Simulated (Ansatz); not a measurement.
**A computed series for Ge: pressure series**

Base system: Ge in the diamond structure (space group Fd-3m, No. 227; a = 5.673 Å).

Cell and atoms are relaxed at each pressure.

The values are results of DFT with r2SCAN, PAW potentials and a 500 eV plane-wave cutoff in Ansatz (a program for electronic structure), spin-orbit coupling left out, earlier PAW set, not measurements.

```json
[
 {"P (GPa)": "-1.99", "V (Å³/atom)": "23.524"},
 {"P (GPa)": "-0.99", "V (Å³/atom)": "23.153"},
 {"P (GPa)": "1.80", "V (Å³/atom)": "22.284"},
 {"P (GPa)": "4.20", "V (Å³/atom)": "21.668"},
 {"P (GPa)": "8.99", "V (Å³/atom)": "20.664"},
 {"P (GPa)": "17.99", "V (Å³/atom)": "19.273"},
 {"P (GPa)": "29.98", "V (Å³/atom)": "17.955"},
 {"P (GPa)": "45.00", "V (Å³/atom)": "16.760"},
 {"P (GPa)": "60.00", "V (Å³/atom)": "15.854"}
]
```

### Question
Fit a third-order Birch–Murnaghan equation of state.

### Answer
Least squares on P(V) = (3B₀/2)[(V₀/V)^(7/3) − (V₀/V)^(5/3)]·[1 + (3/4)(B₀′ − 4)((V₀/V)^(2/3) − 1)] gives V₀ = 22.82 Å³/atom, B₀ = 73 GPa and B₀′ = 4.4.

Measured bulk modulus of Ge: 77.3 GPa (static lattice; corrected from measurement; as listed in Tanner et al., arXiv (2021)); the computed value is 5 % below it.

Load acts through the strain it causes; cell and atoms are relaxed under it. No phonon test of stability was made. Measured, Ge leaves this structure (for the β-tin structure) near 10.6 GPa (room temperature; as listed in arXiv:1906.07825).
